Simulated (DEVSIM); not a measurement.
Device: GaP/Si n-p heterojunction, at 300 K.

| layer (left to right) | material | thickness (μm) | Nd (cm⁻³) | Na (cm⁻³) | τn (s) | τp (s) |
|---|---|---|---|---|---|---|
| 1 | GaP | 0.280 | 4.6e16 | - | 3.2e-7 | 3.2e-7 |
| 2 | Si | 4.50 | - | 1.7e17 | 3.2e-7 | 3.2e-7 |

Left contact: ohmic. Right contact: ohmic. Voltage is applied to the left contact. Recombination: SRH at mid-gap, radiative. Mobility is constant in doping.

This is a model device: material constants are rounded textbook-type values typed into the input, and sizes, dopings and lifetimes were drawn at random. Values at 300 K; Nc and Nv go as T^1.5, mobilities as T to minus their exponent, the gap by Varshni's rule with the affinity fixed.

```tsv
parameter	GaP	Si
gap (eV)	2.26	1.124
affinity (eV)	3.8	4.05
permittivity	11.1	11.7
Nc (cm⁻³)	1.8e19	2.86e19
Nv (cm⁻³)	1.9e19	3.1e19
μn (cm²/Vs)	250	1417
μp (cm²/Vs)	150	470
T exponent of μn	1.6	2.3
T exponent of μp	1.98	2.2
B (cm³/s)	1e-13	4.7e-15
Varshni α (eV/K)	0.00058	0.000473
Varshni β (K)	372	636
```

DEVSIM, 1D drift-diffusion, Boltzmann statistics, complete ionisation; no tunnelling, impact ionisation, image-force lowering or self-heating. Band offsets follow the typed affinities; no thermionic-emission limit at abrupt steps, no polarisation charge.

The temperature was swept, all else fixed.

| temperature (K) | largest field in the device at zero bias (V/cm) | dark forward voltage at 100 A/cm² (V) | potential step across the device at zero bias (V) | dark forward voltage at 1 A/cm² (V) |
|---|---|---|---|---|
| 250 | 120000 | 0.965 | 1.157 | 0.823 |
| 300 | 110000 | 0.864 | 1.085 | 0.697 |
| 350 | 110000 | 0.765 | 1.010 | 0.581 |
| 400 | 100000 | 0.668 | 0.931 | 0.471 |
| 450 | 96000 | 0.574 | 0.851 | 0.363 |
| 500 | 90000 | 0.483 | 0.768 | 0.257 |

From the first row to the last the largest field in the device at zero bias goes from 120000 to 90000. From the first row to the last the dark forward voltage at 100 A/cm² goes from 0.965 to 0.483.
